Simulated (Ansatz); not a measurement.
Seebeck coefficient (μV/K, mean over directions) of p-type SrTiO3 (Pm-3m) against carrier density, r2SCAN with spin-orbit coupling, rigid bands run with Ansatz (a quantum-chemistry and plane-wave program). Computed gap 2.25 eV; densities at which minority carriers matter at this gap, or further valleys turn the trend, are left out. Conductivity mass 1.86 mₑ (harmonic mean over directions), N_v = 2.5e20 cm⁻³ at 300 K.

```tsv
hole density	300 K	500 K
1e16 cm⁻³	1112	1179
1e17 cm⁻³	914	980
1e18 cm⁻³	…	782
3e18 cm⁻³	621	…
1e19 cm⁻³	517	584
3e19 cm⁻³	423	489
1e20 cm⁻³	322	…
3e20 cm⁻³	234	294
1e21 cm⁻³	147	196
```

**Question.** Fill in the missing entries.

**Answer.** 
- 1e18 cm⁻³, 300 K: 715
- 3e18 cm⁻³, 500 K: 687
- 1e20 cm⁻³, 500 K: 386

Rigid bands with a gap fixed in temperature, one relaxation time for all states, no polarons or phonon drag, and whether or not such doping can be reached.
